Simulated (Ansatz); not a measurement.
Start from MgO in the rock salt structure (space group Fm-3m, No. 225; a = 4.2142 Å). Axes: x, y, z lie along the cube axes.

All numbers come from Ansatz (a quantum-chemistry and plane-wave program) PBEsol, no SOC.

A first run, uniaxial strain ε_xx = −0.69 %, gives secant values C11 ≈ 310 GPa and C12 ≈ 91 GPa from its stress. A second run applies isotropic strain −1.36 %.

Task: What does linear elasticity predict for the bulk modulus −ΔP/(ΔV/V₀) in the second run, and what does the run give?

Result: Linear elasticity: (C11 + 2 C12)/3 = 160 GPa. The run gives 170 GPa; any difference comes from nonlinear terms at these strains and numerical noise.

No phonon test of stability was made.
